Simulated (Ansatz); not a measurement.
Data:

End structure of C on the 1x1 (110) surface of bcc Ta, one in a 2x1 cell, started at the site 'hollow Ta-Ta-Ta':

```
CELL_PARAMETERS angstrom
      5.74873     0.00000     0.00000
     -0.95812     2.70998     0.00000
      0.00000     0.00000    26.50000
ATOMIC_POSITIONS crystal
  Ta 0.25000 0.50000 0.37115
  Ta 0.75000 0.50000 0.37115
  Ta 0.00000 0.00000 0.45545
  Ta 0.50000 0.00000 0.45545
  Ta 0.25035 0.49991 0.54688
  Ta 0.75033 0.49935 0.54135
  Ta 0.98096 0.84475 0.63382
  Ta 0.51995 0.15495 0.63389
  C  0.25041 0.49987 0.64203
```

Set-up: 9 atoms, 6.8 Å thick at the start under the adsorbate (thin: gaps and levels are the slab's own); mesh 5x10x1; 0.1 eV smearing; dipole correction on; 4 atoms held, the rest relaxed; no symmetry held; no spin, no spin-orbit, no U, no dispersion correction. At the end it is bonded to 5 Ta. In PBE it is, or lies within 0.03 eV of, the lowest of the starts that converged.

A negative adsorption energy means that the adsorbate is more stable on the surface than in its reference.

Task: Estimate the adsorption energy against an atom of graphite that PBE run with Ansatz (a first-principles code) returns for this input.

Result: -0.85 eV

Task: Estimate the change of the step from the bottom to the top vacuum level, against the clean slab that PBE returns for this input.

Result: -0.23 eV

Task: Predict the change of the work function from PBE.

Result: -0.24 eV

Task: Give the work function of the top face at the level PBE.

Result: 4.53 eV
